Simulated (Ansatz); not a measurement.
CrPbO3, magnetic orders

Start from CrPbO3 in the cubic perovskite structure (space group Pm-3m, No. 221; a = 3.827 Å; ferromagnetic; a cell from a computed database, its experimental status unchecked).

Each order is relaxed in cell and atoms; arrows give the starting signs on the magnetic atoms.

Method: plane-wave PAW DFT at the PBEsol level (Ansatz, an electronic-structure program, 420 eV), no spin-orbit coupling.

Notes on the quantities. energy relative to the base: σ→0; to 0.01 eV only: unlike meshes or grids; space group: of the atoms, moments ignored.

```json
[
 {"change": "base", "largest site moment": "1.65 μB", "energy relative to the base": "0.00 eV/atom", "volume per atom": "11.21 Å³", "space group": "Pm-3m (No. 221)"},
 {"change": "↑↓ start, q = (1/2, 1/2, 1/2), 10 atoms", "largest site moment": "1.42 μB", "energy relative to the base": "-0.01 eV/atom", "volume per atom": "11.12 Å³", "space group": "Pm-3m (No. 221)"},
 {"change": "non-magnetic", "largest site moment": "–", "energy relative to the base": "+0.04 eV/atom", "volume per atom": "10.98 Å³", "space group": "Pm-3m (No. 221)"},
 {"change": "↑↓ start, q = (0, 0, 1/2), 10 atoms", "largest site moment": "(withheld)", "energy relative to the base": "-0.01 eV/atom", "volume per atom": "(withheld)", "space group": "P4/mmm (No. 123)"},
 {"change": "↑↓ start, q = (0, 1/2, 1/2), 10 atoms", "largest site moment": "1.43 μB", "energy relative to the base": "-0.02 eV/atom", "volume per atom": "11.13 Å³", "space group": "P4/mmm (No. 123)"}
]
```

### Question
What belongs in the blanks?

### Answer

- ↑↓ start, q = (0, 0, 1/2), 10 atoms, largest site moment: 1.51 μB
- ↑↓ start, q = (0, 0, 1/2), 10 atoms, volume per atom: 11.15 Å³

Other magnetic orders, which the real material may have, were not ruled out. No phonon test of stability was made. No Hubbard U is applied, and correlation can decide whether such a compound is a metal. Spin-polarised in the final run: ↑↓ start, q = (1/2, 1/2, 1/2), 10 atoms, base, ↑↓ start, q = (0, 0, 1/2), 10 atoms and ↑↓ start, q = (0, 1/2, 1/2), 10 atoms; the other runs are not. Many cubic perovskites are stable only at high temperature; tilts and polar distortions were not tested.
